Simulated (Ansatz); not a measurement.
Functionals compared on NH3 on the 1x1 (110) surface of 3C silicon carbide (cut with top plane C + Si), one in a 2x2 cell, started at the site 'over Si at depth 1.5 Å', in Ansatz (plane waves, PAW). The structure was relaxed with PBE; the other rows are single points on it, each with its references at the same level. Cutoff 420 eV (500 eV for r2SCAN). HSE06 used the coarser mesh 3x2x1.

Host crystal: 3C silicon carbide, with a band gap (PBE, scalar-relativistic without spin-orbit coupling).

Model: 52-atom slab, 7.7 Å thick at the start under the adsorbate (thin: gaps and levels are the slab's own), 3x3x1 mesh, Fermi-Dirac 0.01 eV, dipole correction, 24 atoms held, the rest relaxed; no symmetry held; no spin, no spin-orbit, no U, no dispersion correction. At the end it is bonded to Si. In PBE it is, or lies within 0.03 eV of, the lowest of the starts that converged. These notes are the PBE run's. Adsorption energies are against NH3(g). A negative adsorption energy means that the adsorbate is more stable on the surface than in its reference.

| functional | adsorption energy (eV) | rough cost of the single point |
|---|---|---|
| PBE | -1.90 | – |
| RPBE | -1.57 | around 3 core-minutes (rough) |
| r2SCAN | -2.11 | roughly 5 core-minutes |
| HSE06 | ? | roughly 60 core-minutes |

Question: What belongs in the gaps?

Answer: 
- HSE06, adsorption energy (eV): -2.03

Ansatz is an electronic-structure program.
